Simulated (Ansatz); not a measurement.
CdS (Fm-3m, No. 225, 2 atoms in the cell; start mp-370; high-pressure phase)

Method: r²SCAN-D4 (Ansatz, a first-principles code, PAW).

Numerical settings: plane-wave cutoff 500 eV, 12×12×12 k mesh, gaussian smearing 0.02 eV, scalar-relativistic PAW data made under PBE.

Cell (relaxed at this level):

```cif
data_Cd4S4
_chemical_formula_sum 'Cd4 S4'
_space_group_name_H-M_alt 'Fm-3m'
_space_group_IT_number 225
_space_group_name_Hall '-F 4 2 3'
_cell_length_a 5.43076
_cell_length_b 5.43076
_cell_length_c 5.43076
_cell_angle_alpha 90.000
_cell_angle_beta 90.000
_cell_angle_gamma 90.000
loop_
_atom_site_label
_atom_site_type_symbol
_atom_site_symmetry_multiplicity
_atom_site_Wyckoff_symbol
_atom_site_fract_x
_atom_site_fract_y
_atom_site_fract_z
_atom_site_occupancy
Cd1 Cd 4 a 0.00000 0.00000 0.00000 1
S1 S 4 b 0.50000 0.50000 0.50000 1
```
(The calculation used a cell of 2 atoms; values per cell refer to that cell.)

```yaml
band_gap: 0.75 eV (on the SCF k mesh)
```

Note: the relaxation could not lower the start's symmetry, so the cell can be a saddle point above a distorted one.

Spin–orbit coupling is not included.

The computed numbers hold no vibrational or temperature effects.

A start named mp-… is a Materials Project structure, which need not be a measured phase.
